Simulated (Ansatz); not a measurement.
## MgS: pressure series

Consider MgS in the rock salt structure (space group Fm-3m, No. 225; a = 5.230 Å).

Cell and atoms are relaxed at each pressure.

Method: DFT with PBE, PAW potentials and a 420 eV plane-wave cutoff in Ansatz (a quantum-chemistry and plane-wave program), no spin-orbit coupling, earlier PAW set.

| pressure (GPa) | volume per atom (Å³/atom) |
|---|---|
| -2 | 18.399 |
| -1 | 18.129 |
| 0 | 17.878 |
| 0.3 | 17.807 |
| 0.7 | ? |
| 1.5 | 17.534 |
| 3 | 17.219 |
| 7.5 | 16.416 |
| 10 | 16.040 |

Fit the third-order Birch–Murnaghan form P(V) = (3B₀/2)[(V₀/V)^(7/3) − (V₀/V)^(5/3)]·[1 + (3/4)(B₀′ − 4)((V₀/V)^(2/3) − 1)] (squares taken in P) to the rows shown and predict the withheld row.

Least squares on the printed values gives V₀ = 17.879 Å³/atom, B₀ = 73.9 GPa, B₀′ = 4.1; this predicts 17.713 Å³/atom, and the run gives 17.714 Å³/atom, in agreement.

Measured bulk modulus of MgS: 81 GPa (static lattice; corrected from measurement; as listed in Tamar Goldzak et al., The Journal of Chemical Physics (2022)); the computed value is 9 % below it.

Load acts through the strain it causes; cell and atoms are relaxed under it. Whether these cells are dynamically stable was not tested. Competing high-pressure phases were not computed.
